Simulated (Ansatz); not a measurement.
The reference is CaSnSe3 in the cubic perovskite structure (space group Pm-3m, No. 221; a = 5.289 Å; a hypothetical phase, not in the database extracts checked).

(Cell as relaxed with PBE.)

Levels (all Ansatz, a first-principles code, PAW): PBE (420 eV, no spin-orbit coupling); PBEsol (420 eV, scalar-relativistic without spin-orbit coupling).

Each level relaxes its own structure.

```json
[
 {"base": "volume per atom", "PBE": "29.59 Å³", "PBEsol": "28.31 Å³"},
 {"base": "lattice parameter a", "PBE": "5.289 Å", "PBEsol": "5.212 Å"},
 {"base": "band gap", "PBE": "zero", "PBEsol": "zero"}
]
```

Perturbation: a hydrostatic pressure of 7.5 GPa.

| quantity | PBE | PBEsol |
|---|---|---|
| shortest interatomic distance | 2.537 Å | 2.509 Å |
| band gap | zero | zero |

PBE's shortest interatomic distance lies 0.028 Å above PBEsol's (1.1 %); the two agree on the band gap. Neither level is exact; PBEsol is the comparison here, not a measurement.

Load acts through the strain it causes; cell and atoms are relaxed under it. Stability against distortions was not tested. Competing high-pressure phases were not computed. The final runs are not spin-polarised. Many cubic perovskites are stable only at high temperature; tilts and polar distortions were not tested.
